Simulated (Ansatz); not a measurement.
Worked example: self-consistent single point of RuPb₃ (I4/mmm, 4 atoms in the cell) in Ansatz (an electronic-structure program).

Level of theory: PBE (plane waves, PAW; Ansatz).

```yaml
crystal:
  lattice:
    - [-2.36288, 2.36288, 5.26318]
    - [2.36288, -2.36288, 5.26318]
    - [2.36288, 2.36288, -5.26318]
  atoms:
    - { symbol: Pb, position: [0.50000, 0.50000, 0.00000] }
    - { symbol: Pb, position: [0.75000, 0.25000, 0.50000] }
    - { symbol: Pb, position: [0.25000, 0.75000, 0.50000] }
    - { symbol: Ru, position: [0.00000, 0.00000, 0.00000] }
```

Reference input (self-consistent single point, DFT, PBE, plane waves, default PAW files): basis.ecutwfc = 420 eV; kpoints.mp_grid.grid = 8 8 8; kpoints.mp_grid.shift = 0.5 0.5 0.5; hamiltonian.xc = pbe; hamiltonian.pseudopotentials = {kind: paw} (the program's default PAW files); scf.occupations.method = cold; scf.occupations.width = 0.2 eV. This run's input differs from it in these lines:

Ansatz 0.2 input:
```diff
@@ -11,3 +11,3 @@
 basis:
-  ecutwfc: 420.0 eV
+  ecutwfc: 630.0 eV
 kpoints:
```

Output, abridged:

```
SCF iter   1: F=—  HF=-41594.929566 eV  |F-HF|=—  |Δ(HF+E_count)|=         —  Δρ=4.61e-3  dr2=1.74e-2  ethr=1.77e-3  ⟨swp⟩=7.3  Hψ=8175  notcnv=0
all-band conjugate gradients solve this SCF's bands
preconditioner: auto → Kerker (q_TF=auto, 2.425 Å⁻¹)
SCF iter   2: F=—  HF=-41594.929424 eV  |F-HF|=—  |Δ(HF+E_count)|=   1.43e-4  S|Δr|=    0.00e0  Δρ=1.97e-3  dr2=3.35e-3  ethr=2.99e-5  ⟨swp⟩=2.3  Hψ=3590  notcnv=0
   [... lines left out ...]
SCF iter   5: F=—  HF=-41594.928950 eV  |F-HF|=—  |Δ(HF+E_count)|=   5.34e-5  S|Δr|=    0.00e0  Δρ=6.45e-5  dr2=4.91e-6  ethr=1.06e-7  ⟨swp⟩=2.4  Hψ=3469  notcnv=0
SCF iter   6: F=—  HF=-41594.928950 eV  |F-HF|=—  |Δ(HF+E_count)|=   1.13e-7  S|Δr|=    0.00e0  Δρ=1.45e-5  dr2=2.64e-7  ethr=8.46e-9  ⟨swp⟩=2.0  Hψ=2492  notcnv=0
SCF iter   7: F=-41594.928950 eV  HF=-41594.928950 eV  |F-HF|=9.82e-10  |Δ(HF+E_count)|=   7.58e-8  S|Δr|=    0.00e0  Δρ=3.48e-6  dr2=1.77e-8  ethr=1.72e-10  ⟨swp⟩=7.7  Hψ=9274  notcnv=0
SCF 1 converged in 7 iterations: F = -41594.928950 eV  dr2 = 1.77e-8
Stability not checked (fill_not_monotonic)
Free energy (F): -41594.928950 eV
Internal energy: -41594.970403 eV  (E = F + TS)
E sigma→0 (E₀):  -41594.942768 eV
Entropy (-TS):   0.041453 eV (10.363 meV/atom)
Fermi energy:    10.458295 eV
--- Forces (eV/Å), atoms counted from 1 ---
  atom   1  Pb    -0.00000000     0.00000000     0.00000000
   [... zero for the other atoms too ...]
--- Stress (GPa, compression-positive) ---
       -6.582727       0.000000       0.000000
        0.000000      -6.582727       0.000000
       -0.000000      -0.000000      -7.841816
  P = ⅓ Tr σ = -7.0024 GPa (-70.024 kbar)
  The stress holds the Pulay correction. Without it, at fixed plane waves, as pw.x and ABINIT print it: P = -7.0040 GPa
```

The run converged in 7 iterations. Against the reference run the free energy goes down by 1.1 meV/atom and the pressure stays at -7.00 GPa.

The starting cell was generated: these elements placed on a structure prototype, without a prior relaxation; it need not be a known phase or ordering of this composition. Spin polarisation is off. Ansatz's pressure includes its estimate of the finite-basis (Pulay) stress.
